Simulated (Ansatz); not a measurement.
Defect migration in 2H silicon carbide: B-vacancy pair (B on one host C site, one C site vacant), charge state +1. The step: B and the vacancy change places (B-vacancy distance between ideal sites 3.09 Å throughout); the atom moves 3.05 Å along (0.00, -0.99, 0.00) of the unit cell; the moving atom starts with neighbours Si at 1.89, Si at 1.91, Si at 1.94, Si at 1.95 Å and ends with Si at 1.89, Si at 1.91, Si at 1.94, Si at 1.95 Å. A PBE band in Ansatz (plane-wave PAW, the Γ point alone, 72 host sites, 63 SCF runs with any check of the saddle's order, static, no finite-size correction) gives a forward barrier of 3.65 eV. The saddle point's order was not checked. The host's phase is taken as given; its stability against other phases was not computed. The charge state is imposed; whether it is stable for some Fermi level was not computed. Forms of the defect that were not tried may lie lower.

Single points at the band's start and saddle point can refine it. Rough cost of one point, in units of the band's mean SCF on the same machine:

| Level | Cost of one point |
|---|---|
| PBE, a 2×2×2 k-point mesh shifted by half a step along c | about 7 |
| r2SCAN at 500 eV, the Γ point alone | about 4 |

### Question
Which of these move the barrier by more than 0.1 eV, and how far does each move it?

### Answer
PBE, a 2×2×2 k-point mesh shifted by half a step along c: -0.15 eV; r2SCAN at 500 eV, the Γ point alone: +0.42 eV. Each functional is compared with PBE at the same k-points.

Ansatz is a program for electronic structure.
